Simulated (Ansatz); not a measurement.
**RuSi (Pm-3m): band-structure transport figures**

Input:

```
RuSi
1.0
    2.91738     0.00000     0.00000
    0.00000     2.91738     0.00000
    0.00000     0.00000     2.91738
Si Ru
1 1
Direct
  0.50000   0.50000   0.50000
  0.00000   0.00000   0.00000
```

Level of theory: PBEsol, rigid bands (plane waves, PAW, scalar-relativistic; Ansatz, a first-principles code). Condition of this run: hydrostatic pressure -2 GPa (the target of the relaxation). How the cell was made: cell and atoms relaxed with PBEsol, then loaded as said.

The density of states at the Fermi level comes out as 0.258 states/(eV·cell), both spins, the bare Sommerfeld coefficient comes out as 0.30 mJ/(mol of atoms·K²) and the drude plasma energy is 5.8 eV. The root-mean-square Fermi velocity comes out as 1.1e6 m/s and the resistivity times τ is 14.7 ×10⁻²² Ω·m·s.

A metal at this level (no band gap); rigid bands, thermally averaged at 300 K, both spins. Spin-orbit coupling is left out. τ is one relaxation time for all states.

Computed structure, not matched to a measured one here, so possibly hypothetical: RuSi (Pm-3m).
